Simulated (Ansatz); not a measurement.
# Response to strain in TiSi2

Take TiSi2 (space group Fddd, No. 70) as the base.

```yaml
crystal:
  lattice:
    - [0.00000, 4.11603, 4.26094]
    - [2.39020, 0.00000, 4.26094]
    - [2.39020, 4.11603, 0.00000]
  atoms:
    - { symbol: Si, position: [0.66250, 0.33750, 0.66250] }
    - { symbol: Si, position: [0.33750, 0.66250, 0.33750] }
    - { symbol: Si, position: [0.58750, 0.91250, 0.58750] }
    - { symbol: Si, position: [0.91250, 0.58750, 0.91250] }
    - { symbol: Ti, position: [0.00000, 0.00000, 0.00000] }
    - { symbol: Ti, position: [0.25000, 0.25000, 0.25000] }
```

Cartesian axes are those of the cell as printed.

Strains are applied to the cell and any free atomic positions relax; under biaxial strain the out-of-plane vector relaxes too.

Calculations: r2SCAN (Ansatz, a program for electronic structure, PAW, scalar-relativistic without spin-orbit coupling), earlier PAW set.

Candidates:
(a) biaxial strain −4.81 %, plane normal [001], relaxed out of plane
(b) uniaxial strain ε_zz = +0.80 %
(c) isotropic strain +2.66 %
(d) isotropic strain +0.86 %

Notes on the quantities. energy relative to the base: free energy F.

Task: Order them by energy relative to the base, lowest first.

Result: (b) uniaxial strain ε_zz = +0.80 % (+1.1 meV/atom), (d) isotropic strain +0.86 % (+4.3 meV/atom), (c) isotropic strain +2.66 % (+38 meV/atom), (a) biaxial strain −4.81 %, plane normal [001], relaxed out of plane (+81 meV/atom)

Without a gap, meshes like the base's 13×13×13 leave anisotropic stresses uncertain by several tenths of a GPa, and small strain energies with them. Whether these cells are dynamically stable was not tested. All final runs are without spin polarisation.
